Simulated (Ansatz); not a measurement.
We consider MoPt2 (Immm, No. 71), described by r²SCAN (Ansatz, a program for electronic structure, PAW).

Numerical settings: plane-wave cutoff 560 eV, 24×24×24 k mesh, Fermi–Dirac smearing 0.05 eV, no spin polarisation, scalar-relativistic PAW data made under PBE.

Cell (relaxed at this level):

```yaml
crystal:
  lattice:
    - [-1.38022, 1.97646, 4.15394]
    - [1.38022, -1.97646, 4.15394]
    - [1.38022, 1.97646, -4.15394]
  atoms:
    - { symbol: Mo, position: [0.00000, 0.00000, 0.00000] }
    - { symbol: Pt, position: [0.66331, 0.66331, 0.00000] }
    - { symbol: Pt, position: [0.33669, 0.33669, 0.00000] }
```

Problem. Give the computed bulk modulus B0 and pressure derivative B′ of the bulk modulus.

Solution. 
bulk modulus B0: 294 GPa
pressure derivative B′ of the bulk modulus: 5.0

The run finds no gap.

Note: the relaxation could not lower the start's symmetry, so the cell can be a saddle point above a distorted one; the bulk modulus comes from volumes at which shape and atoms were relaxed.

Spin–orbit coupling is not included.

Static lattice: no zero-point or thermal effects.

The result took roughly 100 core-minutes.
